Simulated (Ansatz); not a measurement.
## Worked energetics: Si(111):F

Si(111):F, 3 bilayers, surface cell 11.5 x 6.6 Å, 1x2x1 k points. These are PBE-D3(BJ) (plane waves to 420 eV, PAW; Ansatz, a quantum-chemistry and plane-wave program) values and carry that method's errors. The slab states were run without spin polarisation. Energies are electronic; tops by NEB or saddle search, between relaxed ends that need not be the lowest states, on an unconverged cell and mesh. A partial Hessian shows a single imaginary mode at the top, within the atoms moved.

The reaction: SiH2 inserts into the Si-F bond.

The adsorption energy of SiH2 at the start, against the free SiH2 and the surface before it arrives, is -0.81 eV.

Total energies of the cell in eV (only differences have meaning):

```
state               energy (eV)
------------------  -----------
start                -28511.633
top of the barrier   -28511.476
end                  -28513.943
```

Q: Work out the barrier, the reaction energy, the back barrier, whether reaction or desorption wins, the rate at 673 K and the temperature at which it reaches one per second, for an assumed prefactor of 1e13 per second.

A: Barrier = -28511.476 - (-28511.633) = 0.16 eV. Reaction energy = -28513.943 - (-28511.633) = -2.31 eV. Back barrier = -28511.476 - (-28513.943) = 2.47 eV.
Against the free SiH2 and the slab the top lies at adsorption energy + barrier = -0.81 + 0.16 = -0.65 eV, below the separated reactants, so on energy alone an adsorbed molecule reacts more readily than it leaves.
With equal prefactors, reaction over desorption at 673 K = exp((0.81 - 0.16) / 0.0580) = about 10^4.9; desorption usually has the larger prefactor, which lowers this ratio.
With an assumed prefactor of 1e13 per second, the rate at 673 K (kT = 0.0580 eV) is 1e13 x exp(-0.16 / 0.0580) = about 10^11.8 per second, and it reaches one per second at T = 0.16 / (8.617e-5 x ln 1e13) = about 60 K.
